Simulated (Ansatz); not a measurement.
A computed series for GaP: response to strain

The reference is GaP in the zinc blende structure (space group F-43m, No. 216; a = 5.451 Å). Axes: x, y, z lie along the cube axes.

Strains are applied to the cell and any free atomic positions relax; under biaxial strain the out-of-plane vector relaxes too.

Calculations: r2SCAN in Ansatz (plane waves to 500 eV, PAW, spin-orbit coupling left out).

Notes on the quantities. pressure: mean of the normal stresses, compression positive.

| change | smallest direct gap | gap character | pressure | hole mass | out-of-plane strain |
|---|---|---|---|---|---|
| base | 2.36 eV | – | 0.00 GPa | – | – |
| biaxial strain +0.50 %, plane normal [001], relaxed out of plane | 2.27 eV | indirect, Γ → Γ–M (87 % along) | -0.50 GPa | 0.12 mₑ out of plane, 0.37 mₑ in plane (at Γ) | -0.42 % |
| biaxial strain +1.00 %, plane normal [001], relaxed out of plane | 2.19 eV | indirect, Γ → Γ–M (87 % along) | -0.98 GPa | 0.12 mₑ out of plane, 0.36 mₑ in plane (at Γ) | -0.85 % |
| biaxial strain +1.50 %, plane normal [001], relaxed out of plane | 2.10 eV | indirect, Γ → Γ–M (87 % along) | -1.44 GPa | 0.12 mₑ out of plane, 0.36 mₑ in plane (at Γ) | -1.28 % |
| biaxial strain +2.00 %, plane normal [001], relaxed out of plane | 2.02 eV | indirect, Γ → Γ–M (87 % along) | -1.89 GPa | 0.12 mₑ out of plane, 0.36 mₑ in plane (at Γ) | -1.72 % |
| biaxial strain +2.50 %, plane normal [001], relaxed out of plane | 1.94 eV | indirect, Γ → Γ–M (80 % along) | -2.32 GPa | 0.12 mₑ out of plane, 0.36 mₑ in plane (at Γ) | -2.15 % |
| biaxial strain +3.00 %, plane normal [001], relaxed out of plane | 1.85 eV | indirect, Γ → Γ–M (80 % along) | -2.73 GPa | 0.11 mₑ out of plane, 0.36 mₑ in plane (at Γ) | -2.59 % |

Masses are band curvatures over ±0.01 Å⁻¹ around the edge. No phonon test of stability was made. Labels are those of the standard path for the cell's own space group.

Ansatz is an electronic-structure program.
